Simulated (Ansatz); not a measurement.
# A computed series for Ti: response to strain

Take Ti in the hcp (Mg type) structure (space group P6_3/mmc, No. 194; a = 2.936 Å, c = 4.640 Å; relaxed with 0.1 eV smearing) as the base. Axes: x lies along a and z along c of the hexagonal cell.

Strains are applied to the cell and any free atomic positions relax; under biaxial strain the out-of-plane vector relaxes too.

Calculations: DFT with r2SCAN, PAW potentials and a 500 eV plane-wave cutoff in Ansatz (a quantum-chemistry and plane-wave program), without spin-orbit coupling.

Notes on the quantities. pressure: mean of the normal stresses, compression positive.

```tsv
change	out-of-plane strain	pressure
base	–	0.0 GPa
biaxial strain −3.00 %, plane normal [001], relaxed out of plane	?	?
biaxial strain −2.50 %, plane normal [001], relaxed out of plane	+1.99 %	3.9 GPa
biaxial strain −2.00 %, plane normal [001], relaxed out of plane	+1.58 %	3.0 GPa
biaxial strain −1.50 %, plane normal [001], relaxed out of plane	?	2.3 GPa
biaxial strain −1.00 %, plane normal [001], relaxed out of plane	+0.78 %	1.5 GPa
biaxial strain −0.50 %, plane normal [001], relaxed out of plane	?	0.7 GPa
```

Task: Fill in the withheld entries from the trend.

Result: 
- biaxial strain −3.00 %, plane normal [001], relaxed out of plane, out-of-plane strain: +2.40 %
- biaxial strain −3.00 %, plane normal [001], relaxed out of plane, pressure: 4.7 GPa
- biaxial strain −1.50 %, plane normal [001], relaxed out of plane, out-of-plane strain: +1.18 %
- biaxial strain −0.50 %, plane normal [001], relaxed out of plane, out-of-plane strain: +0.39 %

Stability against distortions was not tested. All final runs are without spin polarisation.
